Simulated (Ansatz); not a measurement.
# What pressure 4.2 GPa does to CaF2

Start from CaF2 in the fluorite structure (space group Fm-3m, No. 225; a = 5.511 Å).

Now apply this change: a hydrostatic pressure of 4.2 GPa.

All numbers come from PBE (Ansatz, a quantum-chemistry and plane-wave program), spin-orbit coupling left out. Γ-centred 10×10×10 mesh, Fermi–Dirac width 0.05 eV.

The volume per atom shrinks by 0.66 Å³ to 13.29 Å³ and the shortest interatomic distance falls by 0.038 Å (2.386 Å → 2.348 Å). The enthalpy H = E + PV relative to the base's energy amounts to +0.36 eV/atom and the band gap increases by 0.29 eV (7.14 eV → 7.43 eV). The gap character stays indirect, X → Γ and the smallest direct gap grows by 0.30 eV (7.39 eV → 7.69 eV). The mean gap deformation potential ΔEg/Δln V amounts to -6.0 eV and the width of the top valence band grows by 0.03 eV to 0.85 eV. The electron mass remains 0.55 mₑ (at Γ) and the valley order (the lowest conduction-band minima on the path, energy above the VBM, named in the base's zone) changes from Γ 7.14 eV; X along ⟨100⟩ 8.05 eV to Γ 7.43 eV; X along ⟨100⟩ 8.19 eV.

Cost of the whole job for the changed cell (relaxation, final SCF and bands): around 8 core-seconds (rough).

Load acts through the strain it causes; cell and atoms are relaxed under it. Masses are band curvatures over ±0.01 Å⁻¹ around the edge. Stability against distortions was not tested.
